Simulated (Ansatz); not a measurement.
Take TiSi2 (space group Fddd, No. 70; a = 4.7791 Å, b = 8.2295 Å, c = 8.5206 Å) as the base. Axes: x, y, z lie along a, b, c of the conventional cell.

All numbers come from r2SCAN, PAW, 500 eV (Ansatz, a first-principles code; without spin-orbit coupling).

Base values:

| Item | Result |
|---|---|
| Pressure | 0.0 GPa |
| Shortest interatomic distance | 2.519 Å |
| Band gap | zero |

Perturbation: tensile biaxial strain of 2.23 % in the plane normal to [001], as in epitaxy on a mismatched substrate; the out-of-plane cell vector and the atoms relax.

**Question.** Estimate the effect on the energy relative to the base.

**Answer.** The energy increases by 13 meV/atom.

**Question.** What happens to the pressure?

**Answer.** The pressure (mean of the normal stresses, compression positive) goes from zero to -4.4 GPa.

**Question.** What happens to the shortest interatomic distance?

**Answer.** The shortest interatomic distance increases by 0.009 Å, from 2.519 Å to 2.528 Å.

**Question.** Estimate the effect on the band gap.

**Answer.** The band gap stays zero.

Without a gap, meshes like the base's 13×13×13 leave anisotropic stresses uncertain by several tenths of a GPa, and small strain energies with them. Stability against distortions was not tested. All final runs are without spin polarisation.
